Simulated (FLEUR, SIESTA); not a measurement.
A FLEUR input for a self-consistent single point of RbSr3 (I4/mmm, 4 atoms in the cell) (DFT, PBEsol, all-electron FLAPW (FLEUR), scalar-relativistic valence):

Input of the input generator:

```
RbSr3 crystal
&input film=f /
-5.7236724061 5.7236724061 11.8079253438
5.7236724061 -5.7236724061 11.8079253438
5.7236724061 5.7236724061 -11.8079253438
1.0
1.0 1.0 1.0

4
37 0.0000000000 0.0000000000 0.0000000000
38 0.7500000000 0.2500000000 0.5000000000
38 0.2500000000 0.7500000000 0.5000000000
38 0.5000000000 0.5000000000 0.0000000000

&comp jspins=1 /
&exco xctyp='PBEs' /
&kpt div1=5 div2=5 div3=5 /
&end /
```

```xml
<?xml version="1.0" encoding="UTF-8" standalone="no"?>
<fleurInput fleurInputVersion="0.39">
   <comment>
      RbSr3 crystal                                                                                       
   </comment>
   <calculationSetup>
      <cutoffs Kmax="3.8" Gmax="13.3" GmaxXC="13.3" numbands="0"/>
      <scfLoop itmax="80" minDistance="0.00001" maxIterBroyd="15" imix="Anderson" alpha="0.05" precondParam="0.0" spinf="2.0"/>
      <coreElectrons ctail="T" frcor="F" kcrel="0" coretail_lmax="0"/>
      <xcFunctional name="PBEs" relativisticCorrections="F"/>
      <magnetism jspins="1"/>
      <soc l_soc="F" theta="0.0" phi="0.0" spav="F"/>
      <expertModes spex="0" secvar="F"/>
      <geometryOptimization l_f="T" forcealpha="1.0" forcemix="BFGS" epsdisp="0.00001" epsforce="0.00001"/>
      <ldaU l_linMix="F" mixParam="0.05" spinf="1.0"/>
   </calculationSetup>
   <cell>
      <bzIntegration valenceElectrons="39.0" mode="hist" fermiSmearingEnergy="0.00367493">
         <kPointListSelection listName="default-1"/>
         <!-- k-points included here -->
         <xi:include xmlns:xi="http://www.w3.org/2001/XInclude" href="kpts.xml"> </xi:include>
      </bzIntegration>
      <!-- symmetry operations included here -->
      <xi:include xmlns:xi="http://www.w3.org/2001/XInclude" href="sym.xml"> </xi:include>
      <bulkLattice scale="1.0">
         <bravaisMatrix>
            <row-1>   -5.7236724061000004     5.7236724061000004    11.8079253437999991</row-1>
            <row-2>    5.7236724061000004    -5.7236724061000004    11.8079253437999991</row-2>
            <row-3>    5.7236724061000004     5.7236724061000004   -11.8079253437999991</row-3>
         </bravaisMatrix>
      </bulkLattice>
   </cell>
   <atomSpecies>
      <species name="Rubidium (Rb)" element="Rb" atomicNumber="37">
         <mtSphere radius="2.68" gridPoints="925" logIncrement="0.014"/>
         <atomicCutoffs lmax="10" lnonsphr="8"/>
         <electronConfig flipSpins="F">
            <coreConfig>(1s1/2) (2s1/2) (2p1/2) (2p3/2) (3s1/2) (3p1/2) (3p3/2) (3d3/2) (3d5/2)</coreConfig>
            <valenceConfig>(4s1/2) (4p1/2) (4p3/2) (5s1/2)</valenceConfig>
            <stateOccupation state="(5s1/2)" spinUp="0.5" spinDown="0.5"/>
         </electronConfig>
         <energyParameters s="5" p="5" d="4" f="4"/>
         <lo type="SCLO" l="0" n="4" eDeriv="0"/>
         <lo type="SCLO" l="1" n="4" eDeriv="0"/>
      </species>
      <species name="Strontium (Sr)" element="Sr" atomicNumber="38">
         <mtSphere radius="2.68" gridPoints="925" logIncrement="0.014"/>
         <atomicCutoffs lmax="10" lnonsphr="8"/>
         <electronConfig flipSpins="F">
            <coreConfig>(1s1/2) (2s1/2) (2p1/2) (2p3/2) (3s1/2) (3p1/2) (3p3/2) (3d3/2) (3d5/2)</coreConfig>
            <valenceConfig>(4s1/2) (4p1/2) (4p3/2) (5s1/2)</valenceConfig>
         </electronConfig>
         <energyParameters s="5" p="5" d="4" f="4"/>
         <lo type="SCLO" l="0" n="4" eDeriv="0"/>
         <lo type="SCLO" l="1" n="4" eDeriv="0"/>
      </species>
   </atomSpecies>
   <atomGroups>
      <atomGroup species="Rubidium (Rb)">
         <relPos label="                   1">.0000000000 .0000000000 .0000000000</relPos>
         <force calculate="T" relaxXYZ="TTT"/>
      </atomGroup>
      <atomGroup species="Strontium (Sr)">
         <relPos label="                   2">-1.000/4.000 1.000/4.000 1.000/2.000</relPos>
         <relPos label="                   3">1.000/4.000 -1.000/4.000 1.000/2.000</relPos>
         <force calculate="T" relaxXYZ="TTT"/>
      </atomGroup>
      <atomGroup species="Strontium (Sr)">
         <relPos label="                   4">1.000/2.000 1.000/2.000 .0000000000</relPos>
         <force calculate="T" relaxXYZ="TTT"/>
      </atomGroup>
   </atomGroups>
   <output dos="F" band="F" slice="F">
      <checks vchk="F" cdinf="F"/>
      <bandDOS minEnergy="-.5*Htr" maxEnergy="0.5*Htr" sigma="0.015" storeEVData="T"/>
      <vacuumDOS vacdos="F" integ="F" star="F" nstars="0" locx1="0.0" locy1="0.0" locx2="0.0" locy2="0.0" nstm="0" tworkf="0.0"/>
      <unfoldingBand unfoldBand="F" supercellX="1" supercellY="1" supercellZ="1"/>
      <plotting iplot="0" polar="F">
         <plot TwoD="T" vec1="  1.0  0.0  0.0" vec2="  0.0  1.0  0.0" vec3="  0.0  0.0  1.0" zero="  0.0  0.0  0.0" file="plot"/>
      </plotting>
      <chargeDensitySlicing numkpt="0" minEigenval="0.0" maxEigenval="0.0" nnne="0" pallst="F"/>
      <specialOutput eonly="F"/>
      <magneticCircularDichroism mcd="F" energyLo="-10.0" energyUp="0.0"/>
   </output>
  <!-- We include the file relax.xml here to enable relaxations (see documentation) -->
  <xi:include xmlns:xi="http://www.w3.org/2001/XInclude" href="relax.xml"> <xi:fallback/> </xi:include>
</fleurInput>
```

Q: Give the SIESTA input for the same structure, mesh, smearing and functional.

A: This is the input that was run; spellings and numerical settings could be chosen otherwise.

```
# files in the folder: Rb.psml Sr.psml (PseudoDojo PBEsol standard)
SystemName  RbSr3
SystemLabel RbSr3

NumberOfAtoms                4
NumberOfSpecies              2
%block ChemicalSpeciesLabel
  1 37 Rb
  2 38 Sr
%endblock ChemicalSpeciesLabel
LatticeConstant              1.0 Ang
%block LatticeVectors
    -3.028837000    3.028837000    6.248485000
     3.028837000   -3.028837000    6.248485000
     3.028837000    3.028837000   -6.248485000
%endblock LatticeVectors
AtomicCoordinatesFormat      Ang
%block AtomicCoordinatesAndAtomicSpecies
     0.000000000    0.000000000    0.000000000  1
    -0.000000000    3.028837000    3.124242500  2
     3.028837000    0.000000000    3.124242500  2
     0.000000000    0.000000000    6.248485000  2
%endblock AtomicCoordinatesAndAtomicSpecies

XC.functional                GGA
XC.authors                   PBEsol
PAO.BasisSize                DZP
PAO.EnergyShift              0.01 Ry
MeshCutoff                   300 Ry
%block kgrid.MonkhorstPack
    5   0   0  0.0
    0   5   0  0.0
    0   0   5  0.0
%endblock kgrid.MonkhorstPack
OccupationFunction           FD
ElectronicTemperature        100.0 meV

MaxSCFIterations             150
SCF.Mixer.Method             Pulay
SCF.Mixer.Weight             0.2
SCF.Mixer.History            8
SCF.DM.Tolerance             1.0E-04
Diag.ParallelOverK           true
WriteForces                  true
Charge.Mulliken              end
```

Basis, cutoffs, solver keys and any potentials are the target program's own. This input uses DFT, GGA PBEsol, numerical atomic orbitals DZP, PseudoDojo PBEsol standard norm-conserving potentials (rewritten from UPF to PSML).

The starting cell comes from a database of computed structures (which also holds hypothetical and non-ambient phases and stackings), without a prior relaxation at this level. For this run, on top of that: lattice scaled by 0.98.
